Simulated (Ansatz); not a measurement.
# PtS2 in the CdI2 type structure (space group P-3m1, No. 164; layered, stacked along the Cartesian z axis)

```yaml
crystal:
  lattice:
    - [3.58364, 0.00000, 0.00000]
    - [-1.79182, 3.10352, 0.00000]
    - [0.00000, 0.00000, 4.65679]
  atoms:
    - { symbol: Pt, position: [0.00000, 0.00000, 0.00000] }
    - { symbol: S, position: [0.66667, 0.33333, 0.25897] }
    - { symbol: S, position: [0.33333, 0.66667, 0.74103] }
```

Method: DFT with PBE-D3(BJ), PAW potentials and a 420 eV plane-wave cutoff in Ansatz (an electronic-structure program), without spin-orbit coupling. Settings: 15×15×10 k-points, 0.05 eV Fermi–Dirac smearing.

| Property | Value |
|---|---|
| Volume per atom | 17.26 Å³ |
| Density | 8.31 g/cm³ |
| Band gap | zero |
| Total energy | -4776.489 eV/atom (σ→0; compares only within this code and set-up) |

With Pt present, leaving out spin-orbit coupling can change the band edges. Stability against distortions was not tested. The final runs are not spin-polarised. A zero or small gap of PtS2 can be the functional's error rather than a property of the material.
